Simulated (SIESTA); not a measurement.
Worked example: self-consistent single point of FeAl (P1, 2 atoms in the cell) in SIESTA.

Level of theory: GGA PBE, numerical atomic orbitals TZP, PseudoDojo PBE standard norm-conserving potentials (rewritten from UPF to PSML) (SIESTA 5.4.2).

The change in words: lattice scaled by 0.98. Reference geometry:
```
FeAl
1.0
    2.91000     0.00000     0.00000
    0.00000     2.91000     0.00000
    0.00000     0.00000     2.91000
Al Fe
1 1
Cartesian
  1.43256   1.45698   1.47035
  0.02244  -0.00198  -0.01535
```

Reference input (self-consistent single point, DFT, GGA PBE, numerical atomic orbitals TZP, PseudoDojo PBE standard norm-conserving potentials (rewritten from UPF to PSML)): XC.functional = GGA; XC.authors = PBE; potentials = PseudoDojo PBE standard; PAO.BasisSize = TZP; PAO.EnergyShift = 0.01 Ry; MeshCutoff = 300 Ry; kgrid.MonkhorstPack = 10 10 10; OccupationFunction = MP; OccupationMPOrder = 0; ElectronicTemperature = 136 meV; MaxSCFIterations = 150; SCF.Mixer.Method = Broyden. This run's input differs from it in these lines:

```diff
@@ -10,3 +10,3 @@
 %endblock ChemicalSpeciesLabel
-LatticeConstant              2.910000 Ang
+LatticeConstant              2.851800 Ang
 %block LatticeVectors
```

Output, abridged:

```
        iscf     Eharris(eV)        E_KS(eV)     FreeEng(eV)     dDmax    Ef(eV) dHmax(eV)
   scf:    1    -3424.933236    -3460.915615    -3460.936573  1.740526 -3.877501 22.490202
   scf:    2    -3477.960375    -3471.294830    -3471.318643  0.474351 -5.127543  9.289516
   scf:    3    -3473.645269    -3473.282382    -3473.307649  0.288102 -6.049090  0.456823
   scf:    4    -3473.307927    -3473.296090    -3473.321527  0.035763 -6.063466  0.154801
   scf:    5    -3473.311329    -3473.304747    -3473.330190  0.036218 -6.030699  0.007537
   [... 2 lines left out ...]
   scf:    8    -3473.304767    -3473.304765    -3473.330217  0.000469 -6.030843  0.002546
   scf:    9    -3473.304763    -3473.304764    -3473.330218  0.000135 -6.031054  0.001160
   scf:   10    -3473.304764    -3473.304764    -3473.330218  0.000101 -6.031120  0.000926
   scf:   11    -3473.304764    -3473.304764    -3473.330218  0.000090 -6.031175  0.000705
SCF Convergence by DM+H criterion
max |DM_out - DM_in|         :     0.0000899137
max |H_out - H_in|      (eV) :     0.0007045922
SCF cycle converged after 11 iterations

Using DM_out to compute the final energy and forces

siesta: E_KS(eV) =            -3473.3048

siesta: E_KS - E_eggbox =     -3473.3048

siesta: Atomic forces (eV/Ang):
     1    0.374416   -0.033171   -0.258862
     2   -0.376534    0.034199    0.262051
   Tot   -0.002119    0.001028    0.003189
   Max    0.376534
   Res    0.264549    sqrt( Sum f_i^2 / 3N )
   Max    0.376534    constrained

Stress tensor Voigt[x,y,z,yz,xz,xy] (kbar):      -19.87      -21.67      -21.10       -0.20        2.29        0.30
(Free)E + p*V (eV/cell)    -3473.0280
Target enthalpy (eV/cell)    -3473.3302

siesta: Program's energy decomposition (eV):
siesta: FreeEng =     -3473.330218

   [... lines left out ...]
siesta: Cell volume =         23.193014 Ang**3
siesta:          20.88042780         18.77362914  kBar
   [... lines left out ...]
   2 15.111   1.804  -0.135  -0.161   0.373   1.990   1.989   1.989   0.238
              0.238   0.239   1.381   1.380   1.219   1.381   1.219  -0.133

             -0.134  -0.148  -0.133  -0.148   0.188   0.190   0.049   0.187

              0.049

mulliken: Qtot =       19.000

Mulliken Atomic Populations:
Atom #   charge [q] valence [e]  Species
     1    -0.889349    3.889349  Al
     2     0.889349   15.110651  Fe
 Total     0.000000
```

The run converged in 11 iterations. Against the reference run the free energy falls by 14.7 meV/atom, the pressure goes from -7.83 to 2.09 GPa and the largest force goes from 0.386 to 0.460 eV/Å.

The starting cell has typed, rounded lattice constants, without a prior relaxation at this level. Its atoms were displaced at random from the sites of space group no. 221. For this run, on top of that: lattice scaled by 0.98. Spin polarisation is off. Values carry the incompleteness of an atom-centred basis.

Cost on one core of a shared machine: roughly 2 min.
